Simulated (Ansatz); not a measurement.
P on the Si site (P_Si) in beta Si3N4: one set of geometries, relaxed with PBE, evaluated in Ansatz (PAW, plane waves to 420 eV, 500 eV under r2SCAN) with PBE, r2SCAN.

Set-up: 84-site cell; 2×2×2 shifted k-points; start: the Si(1,4-fold) site; charged states image-corrected; finite-size errors of tenths of an eV; flagged in the runs: a host whose relaxation on this sampling wasn't shown to rest.

```
quantity                                                          PBE  r2SCAN
---------------------------------------------------------------  ----  ------
host gap (eV)                                                    4.25     [?]
ε(+1/0) above the VBM (eV), not thermodynamic with PBE           3.68     [?]
ε(0/−1) above the VBM (eV), not thermodynamic with PBE           3.19     [?]
neutral formation energy against black phosphorus, silicon (eV)  4.67     [?]
largest moment on one atom at charge 0 (μB)                      0.13     [?]
```

Problem. Given the lower rungs, what does r2SCAN give?

Solution. 
- host gap (eV), r2SCAN: 4.90
- ε(+1/0) above the VBM (eV), not thermodynamic with PBE, r2SCAN: 4.02
- ε(0/−1) above the VBM (eV), not thermodynamic with PBE, r2SCAN: 3.67
- neutral formation energy against black phosphorus, silicon (eV), r2SCAN: 4.96
- largest moment on one atom at charge 0 (μB), r2SCAN: 0.14

Ansatz is a first-principles code.
